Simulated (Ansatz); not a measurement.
# PtSn2 (Fm-3m): band-structure transport figures

Input:

```
CELL_PARAMETERS angstrom
      0.00000     3.22614     3.22614
      3.22614     0.00000     3.22614
      3.22614     3.22614     0.00000
ATOMIC_POSITIONS crystal
  Sn 0.75000 0.75000 0.75000
  Sn 0.25000 0.25000 0.25000
  Pt 0.00000 0.00000 0.00000
```

Computed with PBEsol, rigid bands (plane waves, PAW, scalar-relativistic; Ansatz, a program for electronic structure). How the cell was made: cell and atoms relaxed with PBEsol.

The density of states at the Fermi level comes out as 0.997 states/(eV·cell), both spins, the bare Sommerfeld coefficient is 0.78 mJ/(mol of atoms·K²) and the drude plasma energy comes out as 5.9 eV. The root-mean-square Fermi velocity is 9.4e5 m/s and the resistivity times τ is 14.2 ×10⁻²² Ω·m·s.

A metal at this level (no band gap); rigid bands, thermally averaged at 300 K, both spins. Spin-orbit coupling is left out, which matters with elements this heavy. τ is one relaxation time for all states.

Formula and space group known from diffraction (Crystallography Open Database), not checked to be the room-temperature form: PtSn2 (Fm-3m).
